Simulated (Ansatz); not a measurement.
Reference: BeTe (F-43m), r2SCAN with spin-orbit coupling, rigid bands (plane waves, PAW; Ansatz, a first-principles code); axes and stresses refer to this cell.

```
BeTe
1.0
    0.00000     2.82862     2.82862
    2.82862     0.00000     2.82862
    2.82862     2.82862     0.00000
Be Te
1 1
Cartesian
  0.00000   0.00000   0.00000
  4.24293   4.24293   4.24293
```

The Seebeck coefficient, n-type 1e19 cm⁻³ is -304 μV/K and the band gap comes out as 2.09 eV. The hole conductivity mass is 0.40 mₑ.

```csv
Change,"Seebeck coefficient, n-type 1e19 cm⁻³",band gap,hole conductivity mass
hydrostatic pressure -2 GPa,-309 μV/K,?,0.42 mₑ
hydrostatic pressure 10 GPa,-286 μV/K,1.73 eV,0.34 mₑ
uniaxial stress zz = -1 GPa (compression positive),-277 μV/K,2.04 eV,?
uniaxial stress zz = -2 GPa (compression positive),-275 μV/K,1.99 eV,0.38 mₑ
uniaxial stress zz = 1 GPa (compression positive),-246 μV/K,?,?
```

Q: Fill in the missing entries.

A: 
- hydrostatic pressure -2 GPa, band gap: 2.17 eV
- uniaxial stress zz = -1 GPa (compression positive), hole conductivity mass: 0.42 mₑ
- uniaxial stress zz = 1 GPa (compression positive), band gap: 1.97 eV
- uniaxial stress zz = 1 GPa (compression positive), hole conductivity mass: 0.41 mₑ

Masses are for dilute carriers at 300 K, harmonic means over directions unless an axis is named. Seebeck coefficients are for the stated density at 300 K, with one relaxation time for all states and whether or not that doping can be reached. Stresses and pressures are the targets of the relaxation.  The structure type is held under load, also where the real crystal would transform.
